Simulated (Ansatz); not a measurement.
Calculation: PBE (plane waves to 420 eV, PAW; Ansatz, a program for electronic structure).

Electrostatic potential energy of an electron, averaged over planes parallel to the surface, in eV from the Fermi level, for a constructed model of the (0001) surface of hcp Ru, (√3x√3)R30° surface alloy, Al on one Ru site of the top plane (bottom of the slab: a bare face, its two planes held):

```csv
z (Å),V (eV)
3.94,5.04
4.22,5.04
4.50,5.04
4.78,5.03
5.06,5.02
5.34,4.99
5.62,4.94
5.91,4.83
6.19,4.61
6.47,4.17
6.75,3.26
7.03,1.41
7.31,-2.79
7.59,-12.38
7.88,-23.18
8.16,-27.96
8.44,-23.38
8.72,-12.73
9.00,-3.68
9.28,-1.73
9.56,-6.41
9.84,-17.12
10.12,-26.37
10.41,-27.71
10.69,-20.23
10.97,-9.12
11.25,-2.47
11.53,-2.79
11.81,-10.19
12.09,-21.26
12.38,-27.94
12.66,-25.55
12.94,-15.77
13.22,-5.51
13.50,-1.70
13.78,-4.24
14.06,-13.66
14.34,-24.14
14.62,-28.24
14.91,-23.07
15.19,-12.29
15.47,-3.70
15.75,-2.26
16.03,-7.81
16.31,-18.74
16.59,-27.10
16.88,-27.00
17.16,-18.52
17.44,-7.58
17.72,-1.92
18.00,-2.74
18.28,-9.57
18.56,-17.73
18.84,-21.21
19.12,-18.17
19.41,-10.82
19.69,-3.53
19.97,0.66
20.25,2.73
20.53,3.77
20.81,4.29
21.09,4.55
21.38,4.68
21.66,4.74
21.94,4.78
22.22,4.79
22.50,4.80
22.78,4.80
23.06,4.81
23.34,4.81
```

Set-up: 18 atoms, 10.7 Å thick at the start with caps and adatoms (thin: gaps and levels are the slab's own); mesh 9x9x1; 0.1 eV smearing; dipole correction on; 6 atoms held, the rest relaxed; start symmetry kept, larger cells not searched; no spin, no spin-orbit, no U. It is one candidate, not shown to be the stable structure of the face.

The vacuum level lies 4.81 eV above the Fermi level over the top face and 5.04 eV above it under the bottom face.
